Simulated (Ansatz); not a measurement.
Structures of equal composition on the (000-1) surface of wurtzite ZnO (O plane on top): 2x2 Mg adatom at H3; 2x2 Mg adatom at T4. The slabs share one bottom face, and each structure is named by its start. These are constructed structures in small cells; real faces may alloy, dewet or reconstruct in larger ones, and not all known structures of the face are among them. Slabs of about 14 Å with all that they carry, Fermi-Dirac smearing of 0.025 eV. Bottom of the slabs: H caps. Relaxed from the named starts with such symmetry as they have, on meshes of like density; energies extrapolated to zero smearing; no spin-orbit coupling, no U. Spin-polarised runs, if any, are marked in brackets, and their order is one that fits the cell; the others ran without spin. Where a second, spin-polarised start was run, the lower counts.

Level of theory: r2SCAN, at the PBE geometry (plane waves to 500 eV, PAW; Ansatz, a program for electronic structure).

Order them by energy per 1x1 cell (lowest first) at the level r2SCAN, at the PBE geometry.

2x2 Mg adatom at H3 (0.000 eV, gap 0.62 eV on the mesh), 2x2 Mg adatom at T4 (0.217 eV, gap 0.42 eV on the mesh)
